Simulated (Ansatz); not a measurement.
The starting structures come from a database of crystals and need not be the phases stable at ambient conditions.

By PBEsol, the system below comes out a metal.

The ballistic (Sharvin) conductance counts the channels at the Fermi level: G/A = (e²/h) × channels of both spins per area.

Input:

```
Hf
1.0
    3.14795     0.00000     0.00000
    0.00000     5.06158     0.00000
    0.00000    -2.53079     4.38345
Hf
3
Direct
  0.50000   0.33333   0.66667
  0.50000   0.66667   0.33333
  0.00000   0.00000   0.00000
```

Space group of this cell: P6/mmm. The cell is strained (all lengths scaled by 1.02); by PBEsol its mean pressure is -8.4 GPa.

The current flows along the normal of the first two printed cell vectors, the (100) plane of the conventional cell. No spin-orbit coupling; the value is a mean over 0.1 eV about the Fermi level.

Question: Give the ballistic conductance per area that PBEsol run with Ansatz (an electronic-structure program) yields.

Answer: 0.56 × 10¹⁵ S/m² for both spins.
